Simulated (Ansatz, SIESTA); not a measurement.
# Code comparison for Na3Ga (Pm-3m, 4 atoms in the cell)

Relaxation of cell and atoms.

```yaml
crystal:
  lattice:
    - [4.94161, 0.00000, 0.00000]
    - [0.00000, 4.94161, 0.00000]
    - [0.00000, 0.00000, 4.94161]
  atoms:
    - { symbol: Na, position: [0.50000, 0.00000, 0.50000] }
    - { symbol: Na, position: [0.00000, 0.50000, 0.50000] }
    - { symbol: Na, position: [0.50000, 0.50000, 0.00000] }
    - { symbol: Ga, position: [0.00000, 0.00000, 0.00000] }
```

Shared settings, as Ansatz (a quantum-chemistry and plane-wave program) writes them: kpoints.mp_grid.grid = 9 9 9; scf.occupations.method = fermi_dirac; scf.occupations.width = 0.136 eV. Potentials and cutoffs stand in the table.

| code | model | final volume (Å³/atom) | cutoff |
|---|---|---|---|
| SIESTA | LDA PW92, numerical atomic orbitals DZP, PseudoDojo LDA standard norm-conserving potentials (rewritten from UPF to PSML) | 24.73 | grid 350 Ry |
| Ansatz | LDA (PW92), PAW files made with PBE | 25.17 | 420 eV |

The spread over the programs that give each value: final volume within 0.44 Å³/atom.

SIESTA uses small atom-centred bases, whose incompleteness enters pressures, forces and empty levels differently from a plane-wave cutoff. The programs treat the finite-basis stress differently while the cell relaxes: Ansatz adds an estimate of it.

The starting cell comes from a database of computed structures (which also holds hypothetical and non-ambient phases and stackings), without a prior relaxation at this level. Its lattice was rescaled by a random factor within 2.5 % of one.

Keys are those of Ansatz 0.2.
